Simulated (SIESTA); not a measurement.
Band structure of YIr2 (Fd-3m, 6 atoms in the cell).

```
CELL_PARAMETERS angstrom
      0.00000     3.74717     3.74717
      3.74717     0.00000     3.74717
      3.74717     3.74717     0.00000
ATOMIC_POSITIONS crystal
  Y  0.50000 0.50000 0.50000
  Y  0.75000 0.75000 0.75000
  Ir 0.62500 0.12500 0.12500
  Ir 0.12500 0.12500 0.62500
  Ir 0.12500 0.62500 0.12500
  Ir 0.12500 0.12500 0.12500
```

Computed with GGA PBEsol, numerical atomic orbitals DZP, PseudoDojo PBEsol standard norm-conserving potentials (rewritten from UPF to PSML) (SIESTA).

Settings: XC.functional = GGA; XC.authors = PBEsol; potentials = PseudoDojo PBEsol standard; PAO.BasisSize = DZP; PAO.EnergyShift = 0.01 Ry; MeshCutoff = 300 Ry; kgrid.MonkhorstPack = 6 6 6; OccupationFunction = FD; ElectronicTemperature = 0.136 eV; MaxSCFIterations = 150; SCF.Mixer.Method = Pulay; SCF.Mixer.Weight = 0.25; SCF.Mixer.History = 6; SCF.DM.Tolerance = 1.0E-05.

The starting cell comes from a database of computed structures (which also holds hypothetical and non-ambient phases and stackings), without a prior relaxation at this level. Its lattice was rescaled by a random factor within 2.5 % of one. Spin-orbit coupling is off. Spin polarisation is off. Values carry the incompleteness of an atom-centred basis.

Levels in eV from the Fermi level, bands 42 to 47:
```
point     42     43     44     45     46    47
-----  -----  -----  -----  -----  -----  ----
Γ      -0.65  -0.65  -0.65   0.02   0.02  0.02
X      -2.44  -0.70  -0.70  -0.57  -0.57  0.69
W      -1.57  -1.41  -1.41   0.00   0.00  1.01
K      -1.88  -1.22  -1.15  -0.35   0.04  0.84
L      -0.86  -0.69  -0.31  -0.31   1.13  1.13
U      -1.88  -1.22  -1.15  -0.35   0.04  0.84
```

Bands cross the Fermi level along this path, so the cell is metallic at this level.

Higher empty bands are left out: an atom-centred basis made for the valence describes them poorly.
